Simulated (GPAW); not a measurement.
A working GPAW input for Si₂Mn₂Y (I4/mmm, 5 atoms in the cell) (DFT PBEsol, plane waves, GPAW PAW datasets PBEsol (made by gpaw-setup)):

```python
from ase import Atoms
from ase.units import GPa
from gpaw import GPAW

atoms = Atoms(['Si', 'Si', 'Mn', 'Mn', 'Y'],
              cell=[[-1.962000, 1.962000, 5.228500],
                    [1.962000, -1.962000, 5.228500],
                    [1.962000, 1.962000, -5.228500]],
              positions=[[-0.000000, 0.000000, 3.921375],
                         [-0.000000, 0.000000, 6.535625],
                         [-0.000000, 1.962000, 2.614250],
                         [1.962000, 0.000000, 2.614250],
                         [0.000000, 0.000000, 0.000000]],
              pbc=True)

atoms.set_initial_magnetic_moments([0.0, 0.0, 4.0, 4.0, 0.0])

calc = GPAW(spinpol=True,
            mode={'name': 'pw', 'ecut': 850},
            xc='PBEsol',
            kpts={'size': (8, 8, 8), 'gamma': True},
            occupations={'name': 'fermi-dirac', 'width': 0.136},
            nbands=-9,
            convergence={'forces': 0.001},
            symmetry={'symmorphic': False, 'tolerance': 0.0005},
            maxiter=150)

atoms.calc = calc

energy = atoms.get_potential_energy()
print('Energy (eV):', round(energy, 6))
forces = atoms.get_forces()
print('Forces (eV/Ang):')
print(forces.round(5))
stress = atoms.get_stress()
print('Stress (GPa, Voigt):', (stress / GPa).round(4))
```

The run converged in 20 iterations: free energy E − TS (from the program's reference atoms) -40.6768 eV; Fermi level (on the code's own zero) 8.34 eV; pressure -6.76 GPa; largest force (vector length) 0.387 eV/Å; size of the cell's spin moment 3.52 μB; site moments (μB, in the program's spheres or projections) Si -0.06, Si -0.06, Mn 1.81, Mn 1.81, Y -0.04. Each of these slips is then made, one at a time:

(1)
```diff
-atoms = Atoms(['Si', 'Si', 'Mn', 'Mn', 'Y'],
+atoms = Atoms(['Si', 'Si', 'Mn', 'Mn', 'Y', 'Si'],
-                         [0.000000, 0.000000, 0.000000]],
+                         [0.000000, 0.000000, 0.000000],
+                         [0.136630, -0.456240, 4.073618]],
-atoms.set_initial_magnetic_moments([0.0, 0.0, 4.0, 4.0, 0.0])
+atoms.set_initial_magnetic_moments([0.0, 0.0, 4.0, 4.0, 0.0, 0.0])
-            nbands=-9,
+            nbands=-10,
```

(2)
```diff
-              positions=[[-0.000000, 0.000000, 3.921375],
-                         [-0.000000, 0.000000, 6.535625],
-                         [-0.000000, 1.962000, 2.614250],
-                         [1.962000, 0.000000, 2.614250],
+              positions=[[0.375000, 0.375000, 0.000000],
+                         [0.625000, 0.625000, 0.000000],
+                         [0.750000, 0.250000, 0.500000],
+                         [0.250000, 0.750000, 0.500000],
```

Q: Predict the outcome of each change.

A: 
(1) One atom entered twice. The program stopped with an error at about iteration 5, with the message: ValueError: Too few plane waves or grid points.

(2) Fractional and Cartesian coordinates mixed up. The program stopped with an error at about iteration 1, with the message: ValueError: Too few plane waves or grid points.

The starting cell comes from a database of published, mostly measured structures (it also holds non-ambient and calculated ones), without a prior relaxation at this level. The magnetic order is the one reached from the typed start; others were not searched systematically. In the base run, with a pressure of about -7 GPa the cell is away from its equilibrium volume at this level.

Left out of this page: 4 runs of the series outside the window shown, repeating another row's setting, or not comparable.
